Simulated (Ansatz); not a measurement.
Consider ZnS in the zinc blende structure (space group F-43m, No. 216; a = 5.3891 Å). Axes: x, y, z lie along the cube axes.

All numbers come from plane-wave PAW DFT at the r2SCAN level (Ansatz, a quantum-chemistry and plane-wave program, 500 eV), no spin-orbit coupling.

It is then changed as follows: uniaxial strain ε_zz = −1.50 %, all other strain components held at zero, atoms relaxed at fixed cell.

Q: Predict the stress tensor and what it implies for the stiffness.

A: Stress of the strained cell less that of the base (GPa, compression positive):
```
   1.01    0.00    0.00
   0.00    1.01    0.00
   0.00    0.00    1.64
```

Then −Δσ_ii/ε with ε = -0.0150 gives secant stiffness values (nonlinear terms included at this strain): C33 ≈ 109 GPa, C13 ≈ 68 GPa and C23 ≈ 68 GPa.

No phonon test of stability was made.
